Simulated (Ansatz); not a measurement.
Band structure of Cr (Im-3m, 2 atoms in the cell).

```
CELL_PARAMETERS angstrom
      2.88000     0.00000     0.00000
      0.00000     2.88000     0.00000
      0.00000     0.00000     2.88000
ATOMIC_POSITIONS crystal
  Cr 0.00000 0.00000 0.00000
  Cr 0.50000 0.50000 0.50000
```
Moments meant for the start (each program seeds them in its own way; μB, in the order of the atoms Cr Cr): 1.5 -1.5.

Level of theory: PBE (plane waves, PAW; Ansatz, a quantum-chemistry and plane-wave program).

Settings: basis.ecutwfc = 420 eV; kpoints.mp_grid.grid = 9 9 9; hamiltonian.xc = pbe; hamiltonian.pseudopotentials = {kind: paw} (the program's default PAW files); magnetization.spin_polarized = true; scf.occupations.method = gaussian; scf.occupations.width = 0.2 eV; kpoints.band_path.npoints = 8.

The starting cell has typed, rounded lattice constants, without a prior relaxation at this level. The magnetic order is the one reached from the typed start; others were not searched systematically.

Levels in eV from the Fermi level, bands 11 to 18 of the first spin channel:
```tsv
point	11	12	13	14	15	16	17	18
Γ	-4.10	-0.87	-0.87	-0.87	1.24	1.24	2.59	2.59
X	-2.02	-1.24	-0.82	-0.82	0.18	0.24	0.24	1.38
M	-2.32	-2.32	1.02	1.02	1.08	1.10	1.35	2.01
R	-2.56	-1.83	-1.83	-1.83	1.14	1.14	2.07	2.07
```

Bands cross the Fermi level along this path, so the cell is metallic at this level.

The net moment of the cell came out as 0.00 μB.

Keys are those of Ansatz 0.2.
